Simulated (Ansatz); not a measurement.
Consider a periodic stack without vacuum, fcc Ag (1 1 0) on zinc-blende GaAs (1 1 0) (film strained to the substrate, started from cuts of the bulks and a machine-learned relaxation; slabs As8Ga8 and Ag16, which can lie off the formulas): substrate slab As8Ga8, film Ag16, surface cells [[0, -1], [1, -1]] and [[1, 0], [1, 2]], film strained by -2.1 and -2.1 %, outermost planes AsGa/AsGa and Ag/Ag as cut, which need not be the usual terminations and can put a slab off its formula. Its start:

```yaml
crystal:
  lattice:
    - [4.06279, 0.00000, -0.00862]
    - [4.06279, 5.74566, 0.00585]
    - [2.98436, 2.46844, 29.42465]
  atoms:
    - { symbol: As, position: [0.45627, 0.25788, 0.03933] }
    - { symbol: As, position: [0.45212, 0.71792, 0.10681] }
    - { symbol: As, position: [0.43414, 0.18250, 0.17769] }
    - { symbol: As, position: [0.41812, 0.64652, 0.24692] }
    - { symbol: As, position: [0.39654, 0.11717, 0.31652] }
    - { symbol: As, position: [0.37143, 0.59088, 0.38569] }
    - { symbol: As, position: [0.36338, 0.05664, 0.45661] }
    - { symbol: As, position: [0.38597, 0.51380, 0.52679] }
    - { symbol: Ga, position: [0.69850, 0.97194, 0.10848] }
    - { symbol: Ga, position: [0.70122, 0.52231, 0.03531] }
    - { symbol: Ga, position: [0.66444, 0.90025, 0.24693] }
    - { symbol: Ga, position: [0.68401, 0.43430, 0.17687] }
    - { symbol: Ga, position: [0.61905, 0.84249, 0.38619] }
    - { symbol: Ga, position: [0.64383, 0.36883, 0.31685] }
    - { symbol: Ga, position: [0.61890, 0.78035, 0.52565] }
    - { symbol: Ga, position: [0.60602, 0.31610, 0.45429] }
    - { symbol: Ag, position: [0.81062, 0.26668, 0.65434] }
    - { symbol: Ag, position: [0.30222, 0.77462, 0.65417] }
    - { symbol: Ag, position: [0.06085, 0.54201, 0.60800] }
    - { symbol: Ag, position: [0.57130, 0.04410, 0.60071] }
    - { symbol: Ag, position: [0.28299, 0.72546, 0.75746] }
    - { symbol: Ag, position: [0.78398, 0.22433, 0.75727] }
    - { symbol: Ag, position: [0.54487, 0.99804, 0.70497] }
    - { symbol: Ag, position: [0.04459, 0.49743, 0.70706] }
    - { symbol: Ag, position: [0.76280, 0.17424, 0.85994] }
    - { symbol: Ag, position: [0.26284, 0.67361, 0.86093] }
    - { symbol: Ag, position: [0.02216, 0.45052, 0.80934] }
    - { symbol: Ag, position: [0.52274, 0.95002, 0.80874] }
    - { symbol: Ag, position: [0.23975, 0.61931, 0.96450] }
    - { symbol: Ag, position: [0.75391, 0.11390, 0.96091] }
    - { symbol: Ag, position: [0.50458, 0.89553, 0.91172] }
    - { symbol: Ag, position: [0.00282, 0.39734, 0.91218] }
```

The start was prepared with a machine-learned potential, and the result is one local minimum, with the in-plane cell held and forces under 0.04 eV/Å; the film can end far from its bulk form.

The numbers are results of PBE (plane waves to 420 eV, PAW; Ansatz, a first-principles code), not measurements. Spin–orbit coupling is left out; the runs are not spin-polarised; PBE gaps are too small against experiment. Its k-point mesh 9×6×1, Fermi–Dirac width 0.05 eV.

**Question.** Predict the relaxed interface.

**Answer.** 
```
Quantity                                                                                    Value
--------------------------------------------------------------------------------  ---------------
interface area                                                                            23.3 Å²
period                                                                                    29.02 Å
heights between the nearest atoms of the two slabs at the two interfaces          2.05 and 2.09 Å
Ag–As contacts across the interfaces within 1.22 times the sum of covalent radii   4, mean 2.77 Å
Ag–Ga contacts across the interfaces within 1.22 times the sum of covalent radii   4, mean 2.81 Å
```
